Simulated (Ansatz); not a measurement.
The reference is Nb5Si3 (space group I4/mcm, No. 140; a = 6.549 Å, c = 11.806 Å). Axes: x, y, z lie along a, b, c of the conventional cell.

Computed with Ansatz (a first-principles code), PBEsol, PAW, cutoff 420 eV, no spin-orbit coupling.

Strains are applied to the cell and any free atomic positions relax; under biaxial strain the out-of-plane vector relaxes too; under stress the whole cell relaxes.

One change was made to it. Results:

| quantity | base | after |
|---|---|---|
| energy relative to the base (free energy F) | 0 meV/atom | +101 meV/atom |
| shortest interatomic distance | 2.396 Å | 2.295 Å |
| band gap | zero | zero |

Q: Which of these changes matches the shifts?
(A) uniaxial stress, 2 GPa tension along x
(B) isotropic strain +0.56 %
(C) biaxial strain −4.76 %, plane normal [001], relaxed out of plane
(D) uniaxial strain ε_yy = −2.17 %

A: C, biaxial strain −4.76 %, plane normal [001], relaxed out of plane. For comparison, the energy relative to the base in the other runs: uniaxial strain ε_yy = −2.17 % gives +9.8 meV/atom; isotropic strain +0.56 % gives +2.8 meV/atom; uniaxial stress, 2 GPa tension along x gives +0.6 meV/atom.

Without a gap, meshes like the base's 8×8×8 leave anisotropic stresses uncertain by several tenths of a GPa, and small strain energies with them. Beyond what the load breaks, stability against distortions was not tested. The final runs are not spin-polarised.
